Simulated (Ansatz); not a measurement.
**Ba: pressure 7.5 GPa**

Consider Ba in the fcc (Cu type) structure (space group Fm-3m, No. 225; a = 6.1554 Å; a cell from a computed database, its experimental status unchecked).

Modification: a hydrostatic pressure of 7.5 GPa.

Computed with plane-wave PAW DFT at the PBEsol level (Ansatz, a first-principles code, 420 eV), no spin-orbit coupling. k-mesh 13×13×13 (Γ-centred); smearing 0.05 eV (Fermi–Dirac).

| quantity | base | changed | shift |
|---|---|---|---|
| volume per atom | 58.30 Å³ | 34.89 Å³ | -23.415 Å³ |
| density | 3.91 g/cm³ | 6.54 g/cm³ | +2.625 g/cm³ |
| lattice parameter a | 6.155 Å | 5.187 Å | -0.968 Å |
| shortest interatomic distance | 4.353 Å | 3.668 Å | -0.685 Å |
| enthalpy H = E + PV relative to the base's energy | – | +2.05 eV/atom | – |
| band gap | zero | zero | – |

Load acts through the strain it causes; cell and atoms are relaxed under it. No phonon test of stability was made. No other phases were tried under pressure. This is not the structure that Ba has at room temperature and ambient pressure.
